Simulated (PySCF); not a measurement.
PySCF 2.14.0, PBE/def2-svp, df: Cd(fmdH)2 (C1[NH][Cd]2([NH]C=[NH]->2)<-[NH]=1), 13 atoms. The geometry is a generated start, not checked to be a minimum at this level.

| Property | Result |
|---|---|
| task | energy |
| method | pbe |
| basis | def2-svp |
| two-electron scheme | density fitting |
| mol.max_memory | 3000 MB |
| mf.max_cycle | 100 |
| mf.conv_tol | 1e-09 (default) |
| mf.grids.level | 3 (default) |
| effective core potentials | those of the basis set, past Kr |
| basis functions | 145 |
| grid points | 165088 |

```xyz
13

Cd    -0.0185    -0.0203    -0.0184
C     -0.5610     1.9650    -1.4980
N     -1.3665     1.6210    -0.5279
N      0.5241     1.2657    -1.6992
H     -0.7937     2.8289    -2.1333
H     -2.1861     2.2069    -0.4272
H      1.0992     1.5850    -2.4684
C      0.5649    -1.9618     1.5029
N     -0.1391    -2.1608     0.4206
N      0.9665    -0.7523     1.7851
H      0.8160    -2.8018     2.1642
H     -0.4120    -3.1220     0.2624
H      1.5062    -0.6534     2.6373
```

Charge 0 and multiplicity 1 are set for this test and not shown to be the ground state.

With the defaults (mf.DIIS = CDIIS, mf.diis = true, mf.diis_space = 8, mf.level_shift = 0, newton = off, mf.init_guess = minao, mf.damp = 0, mf.diis_start_cycle = 1) it converges in 17 Fock builds. One run each on 2 threads, 1 BLAS thread, with these changes:
- mf.level_shift = 0.3 Hartree
- newton = Hessian by the SCF's own integrals
- mf.DIIS = EDIIS
- mf.damp = 0.7, mf.diis_start_cycle = 8
- mf.diis = false
- mf.level_shift = 0.1 Hartree
- mf.DIIS = ADIIS
- mf.diis_space = 12
- mf.init_guess = mod_huckel

### Question
Name the settings that don't reach the solution of the defaults.

### Answer
No convergence: mf.DIIS = EDIIS; mf.diis = false (the run ends without SCF convergence in 100 cycles). The rest reach the solution of the defaults.

```json
[
 {"setting": "mf.level_shift = 0.1 Hartree", "Fock builds": "15", "end": "same solution"},
 {"setting": "mf.diis_space = 12", "Fock builds": "16", "end": "same solution"},
 {"setting": "mf.init_guess = mod_huckel", "Fock builds": "16", "end": "same solution"},
 {"setting": "mf.damp = 0.7, mf.diis_start_cycle = 8", "Fock builds": "16", "end": "same solution"},
 {"setting": "the defaults", "Fock builds": "17", "end": "same solution"},
 {"setting": "mf.level_shift = 0.3 Hartree", "Fock builds": "22", "end": "same solution"},
 {"setting": "mf.DIIS = ADIIS", "Fock builds": "29", "end": "same solution"},
 {"setting": "newton = Hessian by the SCF's own integrals", "Fock builds": "58", "end": "same solution"},
 {"setting": "mf.DIIS = EDIIS", "Fock builds": "101", "end": "no convergence"},
 {"setting": "mf.diis = false", "Fock builds": "101", "end": "no convergence"}
]
```

Under newton the count holds the products with the orbital Hessian.
